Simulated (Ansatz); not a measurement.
By PBEsol, the system below comes out a metal.

The ballistic (Sharvin) conductance counts the channels at the Fermi level: G/A = (e²/h) × channels of both spins per area.

```xyz
4
Lattice="4.3101 0.0000 0.0000 -2.1216 3.7518 0.0000 0.0000 0.0000 4.4644" Properties=species:S:1:pos:R:3 pbc="T T T"
Ga     0.0928     2.4600     1.8545
Ga     2.0957     1.2917     2.6099
Ga    -1.1202     3.1676     4.0867
Ga     3.3087     0.5842     0.3777
```

Space group of this cell: Cmce. The cell is strained (all lengths scaled by 0.98); by PBEsol its mean pressure is 3.8 GPa.

The current flows along the normal of the first two printed cell vectors. No spin-orbit coupling; the value is a mean over 0.1 eV about the Fermi level.

**Question.** State the ballistic conductance per area according to PBEsol (Ansatz, a program for electronic structure).

**Answer.** 0.35 × 10¹⁵ S/m² for both spins.
